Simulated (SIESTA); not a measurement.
Band structure of Fe (Im-3m, 1 atom in the cell).

```
Fe
1.0
   -1.43500     1.43500     1.43500
    1.43500    -1.43500     1.43500
    1.43500     1.43500    -1.43500
Fe
1
Direct
  0.00000   0.00000   0.00000
```
Moments meant for the start (each program seeds them in its own way; μB, in the order of the atoms Fe): 2.5.

Computed with GGA PBE, numerical atomic orbitals TZP, PseudoDojo PBE standard norm-conserving potentials (rewritten from UPF to PSML) run with SIESTA.

Settings: XC.functional = GGA; XC.authors = PBE; potentials = PseudoDojo PBE standard; PAO.BasisSize = TZP; PAO.EnergyShift = 0.005 Ry; MeshCutoff = 400 Ry; kgrid.MonkhorstPack = 11 11 11; OccupationFunction = FD; ElectronicTemperature = 100 meV; Spin = polarized; DM.InitSpin = [1 +2.50]; MaxSCFIterations = 150; SCF.Mixer.Method = Pulay; SCF.Mixer.Weight = 0.1.

The starting cell has typed, rounded lattice constants, without a prior relaxation at this level. With one magnetic atom in the cell only a parallel order is possible. Values carry the incompleteness of an atom-centred basis.

Levels in eV from the Fermi level, bands 6 to 11 of the first spin channel:
| point | 6 | 7 | 8 | 9 | 10 | 11 |
|---|---|---|---|---|---|---|
| Γ | -2.32 | -2.32 | -2.32 | -1.14 | -1.14 | 30.79 |
| H | -4.67 | -0.02 | -0.02 | -0.02 | 9.95 | 9.95 |
| N | -3.34 | -1.09 | -0.96 | 0.24 | 0.55 | 7.18 |
| P | -3.18 | -3.18 | -0.93 | -0.93 | 8.52 | 8.52 |

Bands cross the Fermi level along this path, so the cell is metallic at this level.

Higher empty bands are left out: an atom-centred basis made for the valence describes them poorly.

The net moment of the cell came out as 2.37 μB.
